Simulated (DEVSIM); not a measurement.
System: abrupt Si n-p junction, at 300 K.

Layer 1 from the left is Si, thickness (μm) 0.240, Nd (cm⁻³) 6.9e16, τn (s) 0.00011, τp (s) 0.00011. Layer 2 from the left is Si, thickness (μm) 0.560, Na (cm⁻³) 1.1e17, τn (s) 0.00011, τp (s) 0.00011.

Left contact: ohmic. Right contact: ohmic. Voltage is applied to the left contact. Recombination: SRH at mid-gap, Auger. Mobility is constant in doping.

The device is made up for the run: typed textbook-type constants, with dimensions and the other settings drawn at random. Values at 300 K.

Si: gap (eV) 1.124, affinity (eV) 4.05, permittivity 11.7, Nc (cm⁻³) 2.86e19, Nv (cm⁻³) 3.1e19, μn (cm²/Vs) 1417, μp (cm²/Vs) 470, Cn (cm⁶/s) 2.8e-31, Cp (cm⁶/s) 9.9e-32.

DEVSIM, 1D drift-diffusion, Boltzmann statistics, complete ionisation; no tunnelling, impact ionisation, image-force lowering or self-heating.

Question: What does the simulation give for the largest field in the device at zero bias, the dark forward voltage at 100 A/cm²?

Answer: largest field in the device at zero bias 100000 V/cm; dark forward voltage at 100 A/cm² 0.689 V.
